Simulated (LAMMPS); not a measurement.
Al (fcc) with 10 % of Al sites Cu at 930 K and zero pressure, started from the melt, with several potentials, in cells of their own sizes.

Interatomic potentials used:
- EAM-type AlCu.adp: classical MD, pair style adp, file AlCu.adp (LAMMPS); Apostol and Mishin, Phys Rev B 83, 054116 (2011)
- EAM-type AlCu.eam.alloy: classical MD, pair style eam/alloy, file AlCu.eam.alloy (LAMMPS); Cai and Ye, Phys Rev B, 54, 8398-8410 (1996)
- MEAM AlSiMgCuFe.meam: classical MD, pair style meam, file AlSiMgCuFe.meam (LAMMPS); Jelinek, Groh, Horstemeyer, Houze, Kim, Wagner, Moitra and Baskes, Phys Rev B, 85, 245102 (2012)

```csv
potential,state,volume,"first peak of g(r), Al-Cu",coordination number of Al by Cu,self-diffusion coefficient of Al (not corrected for cell size),mean phonon frequency,rough cost (ms per atom and simulated ps)
EAM-type AlCu.adp,liquid,17.069 ± 0.006 Å³/atom,"2.47 Å, height 5.1",0.95 (counted to 3.18 Å),(6.9 ± 0.3) × 10^-6 cm²/s,6.2 THz,3 to 10
EAM-type AlCu.eam.alloy,liquid,18.448 ± 0.001 Å³/atom,"2.66 Å, height 3.0",1.30 (counted to 3.82 Å),(5.33 ± 0.06) × 10^-5 cm²/s,4.6 THz,1 to 3
MEAM AlSiMgCuFe.meam,liquid,17.22 ± 0.02 Å³/atom,"2.65 Å, height 3.7",0.95 (counted to 3.22 Å),(4.2 ± 0.2) × 10^-6 cm²/s,7.1 THz,3 to 10
```

Costs are rough: whole-run CPU time with set-up and analysis, from shared machines, in bands a factor of about three wide.

Caution: a run this short can hold a crystal over, or a liquid under, the potential's own melting point, which these runs don't give.

Caution (row MEAM AlSiMgCuFe.meam): enthalpy drifts during the constant-pressure average: a transition or slow ageing; fluctuation values are void.

States go by the mean squared displacement: a species diffuses where it passes 1.5 Å², still rises and gives D over 1e-6 cm²/s; a crystal has left its structure where atoms lie 0.35 Å off their sites on average or a cubic box changes its shape by 3 %, or the axial ratios of another lie 8 % off the starting cell's, which the potential's own relaxation can also do.

Errors of D are the spread over four groups of atoms in one short run; a floor of about 5 %, a picked value, is safer.

Errors shown are sampling errors alone.
